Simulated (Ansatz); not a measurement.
BeS (model structure, started from the CdTe type, P6₄22, No. 181, 6 atoms in the cell), treated with r²SCAN+rVV10 in Ansatz (PAW).

Settings: plane-wave cutoff 560 eV, 12×12×4 k mesh (along the axes of the cell as run), Fermi–Dirac smearing 0.01 eV, scalar-relativistic PAW data made under PBE.

Computed at the level's own relaxed cell.

```yaml
crystal:
  lattice:
    - [3.44252, 0.00000, 0.00000]
    - [-1.72126, 2.98131, 0.00000]
    - [0.00000, 0.00000, 7.81856]
  atoms:
    - { symbol: Be, position: [0.00000, 0.49999, 0.66667] }
    - { symbol: Be, position: [0.50001, 0.50001, 0.00000] }
    - { symbol: Be, position: [0.49999, 0.00000, 0.33333] }
    - { symbol: S, position: [0.00000, 0.50000, 0.16667] }
    - { symbol: S, position: [0.50000, 0.50000, 0.50000] }
    - { symbol: S, position: [0.50000, 0.00000, 0.83333] }
```

Task: List the 15 lowest band energies at Γ above −25 eV (eV, relative to the valence band maximum), grouping those that round alike.

Result: At Γ: -15.12, -13.55 (×2), -4.99 (×2), -2.74, -1.18 (×2), -0.65 (×2), -0.30, 0.00, 4.65 (×2), 5.56.

Note: the relaxation could raise the start's symmetry but not lower it, so the cell can be a saddle point.

A model structure was made by putting elements into a prototype or built by hand; it is no filed structure, need not be a known phase, and can be a saddle point held by its symmetry.

Ansatz is a quantum-chemistry and plane-wave program.
